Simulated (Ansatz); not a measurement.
Functionals compared on the (10-13) surface of hcp Co, ferromagnetic in its 1x1 cell, outermost plane spacing 0.19 Å in the ideal cut, in Ansatz (plane waves, PAW). The structure was relaxed with PBE; the other rows are single points on it, each with its references at the same level. Cutoff 420 eV.

Slab: 20 atoms, 10.5 Å thick at the start (thin: gaps and levels are the slab's own); k 15x5x1, smearing 0.1 eV, dipole-corrected; all atoms relaxed; held to the part of the start's symmetry that mesh and held atoms allow; spin-polarised, no spin-orbit, no U. These notes are the PBE run's.

```csv
functional,surface energy (J/m²),work function of the top face (eV),magnetic moment of the cell (μB),rough cost of the single point
PBE,2.52,4.44,33.60,–
LDA,3.17,4.79,32.92,roughly 50 core-minutes
PBEsol,2.94,4.54,33.57,around 19 core-minutes (rough)
RPBE,2.24,4.27,33.79,around 19 core-minutes (rough)
```

Ansatz is an electronic-structure program.
